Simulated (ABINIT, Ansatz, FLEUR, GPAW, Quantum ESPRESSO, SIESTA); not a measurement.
Code comparison for WSi2 (I4/mmm, 3 atoms in the cell)

Self-consistent single point.

```
CELL_PARAMETERS angstrom
     -1.61078     1.61078     3.92909
      1.61078    -1.61078     3.92909
      1.61078     1.61078    -3.92909
ATOMIC_POSITIONS crystal
  Si 0.66500 0.66500 0.00000
  Si 0.33500 0.33500 0.00000
  W  0.00000 0.00000 0.00000
```

Shared settings, as Ansatz (a first-principles code) writes them: kpoints.mp_grid.grid = 4 4 4; scf.occupations.method = fermi_dirac; scf.occupations.width = 0.136 eV. Potentials and cutoffs stand in the table.

```tsv
code	model	pressure (GPa)	largest force (eV/Å)	cutoff
ABINIT	PBE, norm-conserving pseudopotentials (PseudoDojo nc-sr-05 PBE standard)	1.96	0.276	37 Ha
GPAW	PBE, GPAW PAW datasets PBE (gpaw-data 1.0.1)	2.56	0.285	550 eV
SIESTA	GGA PBE, numerical atomic orbitals DZP, PseudoDojo PBE standard norm-conserving potentials (rewritten from UPF to PSML)	4.31	0.320	grid 350 Ry
Quantum ESPRESSO	PBE, PseudoDojo standard norm-conserving (PBE) pseudopotentials	1.96	0.276	75 Ry
Ansatz	PBE, default PAW files	1.86	0.274	default
FLEUR	PBE, all-electron FLAPW (FLEUR), scalar-relativistic valence	–	0.286	Kmax 4.4 1/bohr
```

A dash marks a value that a program does not give, or that is left out as unsure.

On Ansatz's run: spin-orbit coupling is off. Spin polarisation is off.

The spread over the programs that give each value: pressure within 2.45 GPa; largest force within 0.046 eV/Å.

SIESTA uses small atom-centred bases, whose incompleteness enters pressures, forces and empty levels differently from a plane-wave cutoff. FLEUR treats all electrons, but the usual bases taken here (sphere radii, linearisation, local orbitals, empty states) were not tested for convergence, so the values are no reference for the others. Ansatz's pressure is given at a fixed set of plane waves, as the other plane-wave codes print theirs; with its correction for the finite basis it is 1.91 GPa. In the pressure, SIESTA (by 2.35) lies more than 1 GPa from the median of the plane-wave programs.

On the base mesh (10 10 10) the same programs gave: Ansatz pressure 1.44 GPa; Quantum ESPRESSO pressure 1.53 GPa; ABINIT pressure 1.54 GPa; GPAW pressure 2.14 GPa; SIESTA pressure 3.73 GPa.

The values differ from the base mesh's, so the mesh still matters here: the table compares the programs at equal settings.

The starting cell has typed, rounded lattice constants, without a prior relaxation at this level. Its lattice was rescaled by a random factor within 2.5 % of one.

Left out of this page: CP2K (on another mesh); Elk (not drawn, or without a comparable value).

Keys are those of Ansatz 0.2.
